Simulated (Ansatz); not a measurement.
Ru: response to strain

Take Ru in the hcp (Mg type) structure (space group P6_3/mmc, No. 194) as the base.

```xyz
2
Lattice="2.6919 0.0000 0.0000 -1.3459 2.3312 0.0000 0.0000 0.0000 4.2457" Properties=species:S:1:pos:R:3 pbc="T T T"
Ru     0.0000     1.5542     3.1842
Ru     1.3459     0.7771     1.0614
```

Cartesian axes are those of the cell as printed.

Strains are applied to the cell and any free atomic positions relax; under biaxial strain the out-of-plane vector relaxes too; under stress the whole cell relaxes.

Calculations: DFT with PBEsol, PAW potentials and a 420 eV plane-wave cutoff in Ansatz (a first-principles code), no spin-orbit coupling.

Notes on the quantities. pressure: mean of the normal stresses, compression positive.

| change | pressure | volume per atom | space group |
|---|---|---|---|
| base | 0.0 GPa | 13.32 Å³ | P6_3/mmc (No. 194) |
| biaxial strain −4.86 %, plane normal [001], relaxed out of plane | 31.4 GPa | [?] | P6_3/mmc (No. 194) |
| biaxial strain −3.35 %, plane normal [001], relaxed out of plane | 19.8 GPa | 12.68 Å³ | P6_3/mmc (No. 194) |
| biaxial strain −0.63 %, plane normal [001], relaxed out of plane | 3.2 GPa | 13.20 Å³ | P6_3/mmc (No. 194) |
| isotropic strain −3.00 % | 39.5 GPa | 12.16 Å³ | P6_3/mmc (No. 194) |
| uniaxial stress, 8 GPa compression along x | – | [?] | Cmcm (No. 63) |

Question: What belongs in the blanks?

Answer: 
- biaxial strain −4.86 %, plane normal [001], relaxed out of plane, volume per atom: 12.39 Å³
- uniaxial stress, 8 GPa compression along x, volume per atom: 13.22 Å³

Without a gap, meshes like the base's 20×20×11 leave anisotropic stresses uncertain by several tenths of a GPa, and small strain energies with them. Beyond what the load breaks, stability against distortions was not tested. The final runs are not spin-polarised.
